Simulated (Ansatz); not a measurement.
SiO2: response to strain

The reference is SiO$_{2}$ in the rutile structure (space group P4_2/mnm, No. 136).

```xyz
6
Lattice="4.2361 0.0000 0.0000 0.0000 4.2361 0.0000 0.0000 0.0000 2.6904" Properties=species:S:1:pos:R:3 pbc="T T T"
Si     0.0000     0.0000     0.0000
Si     2.1180     2.1180     1.3452
O      1.3004     1.3004     0.0000
O      3.4184     0.8176     1.3452
O      0.8176     3.4184     1.3452
O      2.9357     2.9357     0.0000
```

Strains are applied to the cell and any free atomic positions relax.

Method: PBE/PAW in Ansatz (a first-principles code), spin-orbit coupling left out.

Notes on the quantities. energy relative to the base: free energy F.

```tsv
variant	hole mass	energy relative to the base	volume per atom
base	1.9 mₑ along c, 1.1 mₑ across (at Γ)	0 meV/atom	8.05 Å³
isotropic strain −3.00 %	1.7 mₑ along c, 1.1 mₑ across (at Γ)	+63 meV/atom	7.34 Å³
isotropic strain −2.40 %	1.7 mₑ along c, 1.1 mₑ across (at Γ)	+39 meV/atom	7.48 Å³
isotropic strain −1.20 %	1.8 mₑ along c, 1.1 mₑ across (at Γ)	+9.4 meV/atom	7.76 Å³
isotropic strain −0.60 %	1.9 mₑ along c, 1.1 mₑ across (at Γ)	+2.3 meV/atom	7.90 Å³
```

The levels and masses belong to the bands next to the band gap. Masses are band curvatures over ±0.01 Å⁻¹ around the edge. Stability against distortions was not tested.
